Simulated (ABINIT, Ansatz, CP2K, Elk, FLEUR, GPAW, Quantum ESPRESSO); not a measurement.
# Code comparison for CsLuS2 (P6_3/mmc, 8 atoms in the cell)

Self-consistent single point.

```
CELL_PARAMETERS angstrom
      3.98921     0.00000     0.00000
     -1.99460     3.45476     0.00000
      0.00000     0.00000    16.05658
ATOMIC_POSITIONS crystal
  Cs 0.33333 0.66667 0.25000
  Cs 0.66667 0.33333 0.75000
  Lu 0.00000 0.00000 0.50000
  Lu 0.00000 0.00000 0.00000
  S  0.33333 0.66667 0.91088
  S  0.66667 0.33333 0.08912
  S  0.66667 0.33333 0.41088
  S  0.33333 0.66667 0.58912
```

All programs got the same cell, k-point mesh and kind of occupations (some realise fixed ones as a very narrow smearing) (in Ansatz's words: kpoints.mp_grid.grid = 5 5 1; scf.occupations.method = fixed); potentials, basis and cutoffs are each program's usual ones.

```
code                                                                                             model  pressure (GPa)  largest force (eV/Å)  gap on the mesh (eV)  k-points           cutoff
----------------  ------------------------------------------------------------------------------------  --------------  --------------------  --------------------  --------  ---------------
Quantum ESPRESSO                  LDA (PZ), PseudoDojo standard norm-conserving (PBE) pseudopotentials           -3.51                 0.092                 1.904         5           100 Ry
CP2K              LDA (Pade form), GPW, DZVP-MOLOPT-SR-GTH basis, GTH-PADE potentials (GTH_POTENTIALS)           -3.58                 0.116                 2.167        13      grid 500 Ry
FLEUR                 LDA (Vosko-Wilk-Nusair), all-electron FLAPW (FLEUR), scalar-relativistic valence               –                     –                 1.999         5  Kmax 4.3 1/bohr
Ansatz                                                             LDA (PW92), PAW files made with PBE           -3.45                 0.077                 1.996         5          default
ABINIT                                                              LDA (PW92), PAW (JTH v2.0 LDA PAW)           -3.22                 0.005                 1.947         5            24 Ha
GPAW                                     LDA (Perdew-Wang 92), GPAW PAW datasets LDA (gpaw-data 1.0.1)           -3.32                 0.068                 1.995         5           800 eV
Elk                LDA (PW92), all-electron FP-LAPW, Elk's shipped species files, default APW+lo basis               –                     –                 2.004         5         rgkmax 7
```

A dash marks a value that a program does not give, or that is left out as unsure.

Gaps are read on the mesh. Another mesh or the band path gives a smaller gap, so these values are not converged in the mesh.

The spread over the programs that give each value: pressure within 0.36 GPa; largest force within 0.111 eV/Å; gap on the mesh within 0.263 eV.

The starting cell comes from a database of computed structures (which also holds hypothetical and non-ambient phases and stackings), without a prior relaxation at this level. On Ansatz's run: Spin-orbit coupling is off. In the base run, with a pressure of about -3 GPa the cell is away from its equilibrium volume at this level. Another mesh or the band path of this cell gives a smaller gap, so this value is not converged in the mesh.

Q: Why do the programs differ, and what cannot be compared?

A: Differences of this kind can come from the potentials, where these differ, and from what each basis and cutoff leave unconverged. The zero of total energies and Fermi levels follows the potentials and each program's conventions, so they are not compared here. CP2K uses small atom-centred bases, whose incompleteness enters pressures, forces and empty levels differently from a plane-wave cutoff. FLEUR and Elk treat all electrons, but the usual bases taken here (sphere radii, linearisation, local orbitals, empty states) were not tested for convergence, so the values are no reference for the others. Ansatz's pressure is given at a fixed set of plane waves, as the other plane-wave codes print theirs. The same LDA comes in different parametrisations, which differ slightly. The programs reduce the same mesh by symmetry to different extents, which changes the work and not the result. In the gap, CP2K (by 0.196) lies more than 0.12 eV from the median of the plane-wave programs.

Ansatz is an electronic-structure program.

Keys are those of Ansatz 0.2.
